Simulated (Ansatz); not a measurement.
The starting structures come from a database of crystals and need not be the phases stable at ambient conditions.

The decay constant κ of evanescent states in the gap governs leakage through a thin film.

Input:

```xyz
20
Lattice="6.6429 0.0000 0.0000 0.0000 7.7028 0.0000 0.5676 0.0000 9.5870" Properties=species:S:1:pos:R:3 pbc="T T T"
Na     2.2989     3.5833     4.8633
Na     4.9117     7.4347     4.7237
Sb     1.8051     5.7590     9.4318
Sb     5.4054     1.9075     0.1552
P      2.5249     1.2673     7.8487
P      4.6856     5.1188     1.7383
P      1.6797     7.3102     6.5750
P      5.5309     3.4588     3.0119
S      2.2815     0.3859     0.1294
S      4.9290     4.2373     9.4576
S      6.7390     6.7135     7.7800
S      0.4715     2.8621     1.8070
S      1.1805     0.3707     4.8290
S      6.0300     4.2221     4.7580
S      3.1054     5.8765     6.7110
S      4.1052     2.0251     2.8760
S      1.0751     2.7427     7.9282
S      6.1354     6.5941     1.6588
S      4.1872     1.9886     7.0068
S      3.0233     5.8401     2.5801
```

Space group of this cell: P2_1. The cell is taken as given; by r2SCAN its mean pressure is -1.2 GPa.

Transport runs along the normal of the first two printed cell vectors.

The gap is the functional's own. No spin-orbit coupling. Mid-gap values are interpolated on the energy grid.

### Question
Give the band gap and the smallest decay constant κ at mid-gap that r2SCAN (Ansatz, a program for electronic structure) yields.

### Answer
Gap 2.41 eV on a 6×4×4 mesh; κ = 0.321 1/Å, at (0.500, 0.000) of the in-plane reciprocal vectors. At the zone centre, at the nearest computed energy, the slowest state has κ = 0.33 1/Å.
